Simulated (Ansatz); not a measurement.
## What isotropic strain +2.50 % does to HfS2

Take HfS$_{2}$ in the CdI2 type structure (space group P-3m1, No. 164; a = 3.547 Å, c = 5.577 Å; layered, stacked along the Cartesian z axis) as the base.

Perturbation: an isotropic linear strain of +2.50 %; the atoms relax in the strained cell.

All numbers come from Kohn–Sham DFT with the PBEsol-D3(BJ) functional, run in Ansatz (a program for electronic structure) with PAW and 420 eV plane waves, no spin-orbit coupling. k-mesh 11×11×6 (Γ-centred); smearing 0.05 eV (Fermi–Dirac).

* **Space group**: P-3m1 (No. 164) (base P-3m1 (No. 164))
* **Shortest interatomic distance**: 2.538 Å (base 2.516 Å)
* **Energy relative to the base (free energy F)**: +17 meV/atom
* **Pressure (mean of the normal stresses, compression positive)**: -3.29 GPa (base 0.01 GPa)
* **Band gap**: 0.82 eV (base 0.45 eV)
* **Gap character**: indirect, Γ → L (base indirect, Γ → L)
* **Smallest direct gap**: 1.69 eV (base 1.50 eV)
* **Mean gap deformation potential ΔEg/Δln V**: +5.1 eV
* **Width of the top valence band**: 2.13 eV (base 2.39 eV)
* **Valence-band top at Γ (three highest levels, from the VBM)**: 0.00, -0.28, -0.28 eV (base 0.00, -0.29, -0.29 eV)
* **Largest internal atomic displacement**: 0.071 Å

Final structure:

```xyz
3
Lattice="3.6362 0.0000 0.0000 -1.8181 3.1490 0.0000 0.0000 0.0000 5.7163" Properties=species:S:1:pos:R:3 pbc="T T T"
Hf     0.0000     0.0000     0.0000
S      1.8181     1.0497     1.4263
S      0.0000     2.0993     4.2900
```

Spin-orbit coupling, missing from the scalar runs, can matter with Hf. No phonon test of stability was made.
